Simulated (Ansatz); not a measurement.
Start from Ir in the fcc (Cu type) structure (space group Fm-3m, No. 225; a = 3.8708 Å).

Level of theory: PBE/PAW in Ansatz (a quantum-chemistry and plane-wave program), without spin-orbit coupling.

One change was made to it. Results:

```csv
quantity,base,after
density,22.01 g/cm³,22.14 g/cm³
shortest interatomic distance,2.737 Å,2.732 Å
```

### Question
Which change produced these results?
(A) pressure 4.5 GPa
(B) pressure 2.1 GPa
(C) pressure 15 GPa
(D) pressure −2 GPa
(E) pressure 22.5 GPa

### Answer
B, pressure 2.1 GPa. For comparison, the density in the other runs: pressure 22.5 GPa gives 23.28 g/cm³; pressure 4.5 GPa gives 22.29 g/cm³; pressure −2 GPa gives 21.88 g/cm³; pressure 15 GPa gives 22.89 g/cm³.

Load acts through the strain it causes; cell and atoms are relaxed under it. Stability against distortions was not tested. No other phases were tried under pressure. The final runs are not spin-polarised.
